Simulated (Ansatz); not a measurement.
## Mg2F (model structure, started from the Ca2N type, R-3m, No. 166, 3 atoms in the cell): properties by level of theory

```csv
level (code),equilibrium lattice constant a (Å),lattice parameter c (Å),cohesive energy (eV/atom)
LDA (Ansatz),3.106,16.955,3.16
PBE-D3(BJ) (Ansatz),3.122,17.286,2.89
r²SCAN (Ansatz),3.124,17.467,2.78
r²SCAN+rVV10 (Ansatz),3.117,17.410,2.87
```

Ansatz's density-functional and Hartree–Fock values are scalar-relativistic unless marked +SOC, with PAW data made under PBE.

Free atoms are spin-polarised, in the lowest state found; at levels without +SOC their spin–orbit coupling is left out.

A model structure was made by putting elements into a prototype or built by hand; it is no filed structure, need not be a known phase, and can be a saddle point held by its symmetry.

Ansatz is a quantum-chemistry and plane-wave program.
